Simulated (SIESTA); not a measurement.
Band structure of Cl₂ (Cmce, 4 atoms in the cell).

```yaml
crystal:
  lattice:
    - [3.23254, -2.03751, 0.00000]
    - [3.23254, 2.03751, 0.00000]
    - [0.00000, 0.00000, 8.32090]
  atoms:
    - { symbol: Cl, position: [0.88548, 0.11452, 0.60475] }
    - { symbol: Cl, position: [0.11452, 0.88548, 0.39525] }
    - { symbol: Cl, position: [0.61452, 0.38548, 0.10475] }
    - { symbol: Cl, position: [0.38548, 0.61452, 0.89525] }
```

Computed with GGA PBE, numerical atomic orbitals DZP, PseudoDojo PBE standard norm-conserving potentials (rewritten from UPF to PSML) run with SIESTA.

Settings: XC.functional = GGA; XC.authors = PBE; potentials = PseudoDojo PBE standard; PAO.BasisSize = DZP; PAO.EnergyShift = 0.01 Ry; MeshCutoff = 300 Ry; kgrid.MonkhorstPack = 9 9 4; OccupationFunction = FD; ElectronicTemperature = 50 meV; MaxSCFIterations = 150; SCF.Mixer.Method = Pulay; SCF.Mixer.Weight = 0.25; SCF.Mixer.History = 8; SCF.DM.Tolerance = 1.0E-05.

The starting cell comes from a database of computed structures (which also holds hypothetical and non-ambient phases and stackings), without a prior relaxation at this level. Its lattice was rescaled by a random factor within 2.5 % of one. Values carry the incompleteness of an atom-centred basis.

**Question.** Predict the gap along the standard path and the places of the band edges.

**Answer.** The gap along the path is 2.43 eV, direct at Γ to within 0.01 eV. Another conduction valley lies within 0.1 eV, so the order of the valleys is not sure.

Levels in eV from the top of the valence band on the path, bands 11 to 15:
```json
[
 {"point": "Γ", "11": "-0.84", "12": "-0.38", "13": "-0.16", "14": "0.00", "15": "2.43"},
 {"point": "X", "11": "-1.06", "12": "-0.84", "13": "-0.47", "14": "-0.25", "15": "2.77"},
 {"point": "S", "11": "-0.86", "12": "-0.86", "13": "-0.29", "14": "-0.29", "15": "3.03"},
 {"point": "R", "11": "-0.62", "12": "-0.62", "13": "-0.14", "14": "-0.14", "15": "2.76"},
 {"point": "A", "11": "-0.64", "12": "-0.64", "13": "-0.48", "14": "-0.48", "15": "2.80"},
 {"point": "Z", "11": "-0.73", "12": "-0.73", "13": "-0.08", "14": "-0.08", "15": "2.93"},
 {"point": "Y", "11": "-1.35", "12": "-1.05", "13": "-0.44", "14": "-0.27", "15": "2.48"},
 {"point": "X1", "11": "-1.06", "12": "-0.84", "13": "-0.47", "14": "-0.25", "15": "2.77"},
 {"point": "A1", "11": "-0.64", "12": "-0.64", "13": "-0.48", "14": "-0.48", "15": "2.80"},
 {"point": "T", "11": "-0.85", "12": "-0.85", "13": "-0.78", "14": "-0.78", "15": "2.81"}
]
```

Higher empty bands are left out: an atom-centred basis made for the valence describes them poorly.
